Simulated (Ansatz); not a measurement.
**BaTiO3, response to strain**

Start from BaTiO₃ in the cubic perovskite structure (space group Pm-3m, No. 221; a = 3.935 Å). Axes: x, y, z lie along the cube axes.

Strains are applied to the cell and any free atomic positions relax; under biaxial strain the out-of-plane vector relaxes too.

The values are results of LDA, PAW, 420 eV (Ansatz, a program for electronic structure; no spin-orbit coupling), not measurements.

Computed cases, in order: biaxial strain −2.50 %, plane normal [111], relaxed out of plane; biaxial strain −2.00 %, plane normal [111], relaxed out of plane; biaxial strain −1.50 %, plane normal [111], relaxed out of plane; biaxial strain −1.00 %, plane normal [111], relaxed out of plane; biaxial strain −0.50 %, plane normal [111], relaxed out of plane; the unstrained base.

**Question.** Between which two neighbouring cases does the gap turn between direct and indirect?

**Answer.** Between biaxial strain −1.00 %, plane normal [111], relaxed out of plane (1.82 eV, direct at Γ) and biaxial strain −0.50 %, plane normal [111], relaxed out of plane (1.83 eV, indirect, T → Γ). The whole series: biaxial strain −2.50 %, plane normal [111], relaxed out of plane: 1.72 eV, direct at Γ; biaxial strain −2.00 %, plane normal [111], relaxed out of plane: 1.76 eV, direct at Γ; biaxial strain −1.50 %, plane normal [111], relaxed out of plane: 1.79 eV, direct at Γ; biaxial strain −1.00 %, plane normal [111], relaxed out of plane: 1.82 eV, direct at Γ; biaxial strain −0.50 %, plane normal [111], relaxed out of plane: 1.83 eV, indirect, T → Γ; the unstrained base: 1.83 eV, indirect, R → Γ.

Whether these cells are dynamically stable was not tested. All final runs are without spin polarisation. Many cubic perovskites are stable only at high temperature; tilts and polar distortions were not tested. This is not the structure that BaTiO3 has at room temperature and ambient pressure. k-point labels follow each cell's own Brillouin zone.
